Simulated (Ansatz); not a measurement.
Take PbTe in the rock salt structure (space group Fm-3m, No. 225; a = 6.4424 Å) as the base.

Calculations: PBEsol (Ansatz, an electronic-structure program), spin-orbit coupling left out, earlier PAW set.

For the base:

- Electron mass = 0.26 mₑ along k, 0.098 mₑ across (at L)
- Hole mass = 0.38 mₑ along k, 0.073 mₑ across (at L)
- Shortest interatomic distance = 3.221 Å
- Valley order = L along ⟨111⟩ 0.65 eV; a point along ⟨110⟩, about 0.6 Å⁻¹ from Γ 1.25 eV; a point along ⟨100⟩, about 0.3 Å⁻¹ from Γ 1.71 eV

It is then changed as follows: a hydrostatic pressure of 0.3 GPa.

### Question
What happens to the electron mass, hole mass, shortest interatomic distance and valley order?

### Answer
The electron mass remains 0.26 mₑ along k, 0.098 mₑ across (at L); the hole mass becomes 0.37 mₑ along k, 0.071 mₑ across (at L) (base: 0.38 mₑ along k, 0.073 mₑ across (at L)); the shortest interatomic distance drops by 0.007 Å (3.221 Å → 3.214 Å); the valley order (the lowest conduction-band minima on the path, energy above the VBM, named in the base's zone) changes from L along ⟨111⟩ 0.65 eV; a point along ⟨110⟩, about 0.6 Å⁻¹ from Γ 1.25 eV; a point along ⟨100⟩, about 0.3 Å⁻¹ from Γ 1.71 eV to L along ⟨111⟩ 0.64 eV; a point along ⟨110⟩, about 0.6 Å⁻¹ from Γ 1.24 eV; a point along ⟨100⟩, about 0.3 Å⁻¹ from Γ 1.70 eV.

With Pb and Te present, leaving out spin-orbit coupling can change the band edges. The levels and masses belong to the bands next to the band gap. Load acts through the strain it causes; cell and atoms are relaxed under it. Effective masses come from finite differences of ±0.01 Å⁻¹. Along k means along the line from Γ to the band edge. Whether these cells are dynamically stable was not tested.
